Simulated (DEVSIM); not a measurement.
System: Co/SiO2/p-Si capacitor, at 300 K.

| layer (left to right) | material | thickness (nm) | Na (cm⁻³) |
|---|---|---|---|
| 1 | SiO2 | 51.0 | - |
| 2 | Si | 11000 | 2.7e15 |

Metal gate on the left, work function 5 eV. Fixed charge at the semiconductor interface 0 cm⁻² (in units of +e); no interface traps.

Constants are typed, rounded textbook-type inputs, not results; the design itself was drawn at random and stands for no fabricated device. Values at 300 K.

```tsv
parameter	SiO2	Si
gap (eV)	9	1.124
affinity (eV)	0.9	4.05
permittivity	3.9	11.7
Nc (cm⁻³)	-	2.86e19
Nv (cm⁻³)	-	3.1e19
```

Simulated with DEVSIM: 1D Poisson equation in equilibrium, Boltzmann statistics, complete ionisation; no quantum confinement or tunnelling. Metal contacts follow the ideal Schottky-Mott rule: no Fermi-level pinning, no interface dipoles.

Question: Tabulate band edges, carrier densities and field at -1.3 V on the gate.

Answer: Energies count from the Fermi level of the right contact; mesh points crowd at the junctions.

| x (μm) | Ec (eV) | Ev (eV) | n (cm⁻³) | p (cm⁻³) | field (V/cm) |
|---|---|---|---|---|---|
| 0.000 | 5.400 | -3.600 | < 1e2 | < 1e2 | -240000 |
| 0.001994 | 5.352 | -3.648 | < 1e2 | < 1e2 | -240000 |
| 0.007253 | 5.226 | -3.773 | < 1e2 | < 1e2 | -240000 |
| 0.02113 | 4.894 | -4.106 | < 1e2 | < 1e2 | -240000 |
| 0.04332 | 4.364 | -4.636 | < 1e2 | < 1e2 | -240000 |
| 0.04884 | 4.231 | -4.769 | < 1e2 | < 1e2 | -240000 |
| 0.05098 | 4.180 | -4.820 | < 1e2 | < 1e2 | -190000 |
| 0.05419 | 1.009 | -0.115 | 320 | 3.7e17 | -53000 |
| 0.06187 | 0.980 | -0.144 | 1000 | 1.2e17 | -29000 |
| 0.08309 | 0.941 | -0.183 | 4400 | 2.6e16 | -12000 |
| 0.1418 | 0.904 | -0.220 | 18000 | 6.4e15 | -3300 |
| 0.4065 | 0.883 | -0.241 | 42000 | 2.8e15 | -85 |
| 1.036 | 0.882 | -0.242 | 43000 | 2.7e15 | ≈ 0 |
| 2.775 | 0.882 | -0.242 | 43000 | 2.7e15 | ≈ 0 |
| 8.163 | 0.882 | -0.242 | 43000 | 2.7e15 | ≈ 0 |
| 10.01 | 0.882 | -0.242 | 43000 | 2.7e15 | ≈ 0 |
| 10.69 | 0.882 | -0.242 | 43000 | 2.7e15 | ≈ 0 |
| 10.92 | 0.882 | -0.242 | 43000 | 2.7e15 | ≈ 0 |
| 11.02 | 0.882 | -0.242 | 43000 | 2.7e15 | ≈ 0 |
| 11.04 | 0.882 | -0.242 | 43000 | 2.7e15 | ≈ 0 |
| 11.05 | 0.882 | -0.242 | 43000 | 2.7e15 | ≈ 0 |
| 11.05 | 0.882 | -0.242 | 43000 | 2.7e15 | ≈ 0 |
